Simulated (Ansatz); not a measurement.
```yaml
crystal:
  lattice:
    - [4.60257, 0.00000, 0.00000]
    - [2.30129, 3.98595, 0.00000]
    - [2.30129, -1.32865, 3.63790]
  atoms:
    - { symbol: Na, position: [0.00000, 0.00000, 0.00000] }
    - { symbol: I, position: [0.00000, 0.50000, 0.50000] }
```

No spin polarisation.

Calculations: DFT with PBEsol, PAW potentials and a 420 eV plane-wave cutoff in Ansatz (a program for electronic structure), no spin-orbit coupling. k-mesh 9×9×9 (Γ-centred); smearing 0.05 eV (Fermi–Dirac).

### Question
Estimate the hole mass.

### Answer
0.29 mₑ out of plane, 2.7 mₑ in plane (at Γ).

### Question
What is the computed valence-band top at Γ (three highest levels, from the VBM)?

### Answer
0.00, -0.14, -0.14 eV.

### Question
What electron mass does the calculation give?

### Answer
0.26 mₑ (at Γ).

With I present, leaving out spin-orbit coupling can change the band edges. The levels and masses belong to the bands next to the band gap. The cells carry an imposed strain or load. Effective masses come from finite differences of ±0.01 Å⁻¹. Stability against distortions was not tested. The cell was made from NaI in the rock salt structure (space group Fm-3m, No. 225) by this change: biaxial strain +1.67 %, plane normal [111], relaxed out of plane.
